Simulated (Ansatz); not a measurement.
## SiO2: strain along the normal

SiO2 (quartz, P3_221, 12.824 Å³/atom at rest, c along z) under an equal strain ε in the (0001) plane with the normal axis free, as in a coherent film. PBEsol in Ansatz, a plane-wave DFT program (PAW, default set), 420 eV, 8×8×6 Γ-centred mesh, Fermi-Dirac smearing 0.05 eV; ions are relaxed within the symmetry of each cell.

Here s stands for strain and y for normal strain.

| strain (%) | normal strain (%) |
|---|---|
| -3.00 | ? |
| -1.50 | 0.32 |
| -0.75 | 0.16 |
| 0.00 | 0.00 |
| 0.75 | -0.12 |
| 1.50 | -0.23 |

Q: Using a straight line, estimate the missing y at s = -3.00 from the other rows, showing the fit.

A: Means: s 0, y 0.026. About the means, the sum of products is -1.0350 and the sum of squares of s is 5.6250; the slope is their ratio. Least squares gives y = 0.026 - 0.1840·s. Residuals (row less fit): 0.018, -0.004, -0.026, -0.008, 0.020; standard error 0.022 (degrees of freedom: 3). The slope, -0.18 ± 0.01, is the elastic response of the normal axis, −2C13/C33. At the withheld row, y = 0.026 - 0.1840 × (-3.00) = 0.578%. The calculation gives 0.66%, 0.082% above the prediction (9.2 % of the range of y in the table). The row lies outside the fitted rows, so this is an extrapolation. From the scatter of the fitted rows alone, a prediction at this place has a standard error of 0.037%, so the miss is 2.2 times that.

One order more, fitted to all 9 runs of the series, follows each within 0.01, so the miss is the next term of a smooth law. Rows are the converged runs of the series near zero and its far end; series whose fitted rows scatter by over a few per cent of the range, as at a crossing or softening among them, aren't shown in this form. Most that stay on the fit to the last digits aren't either.
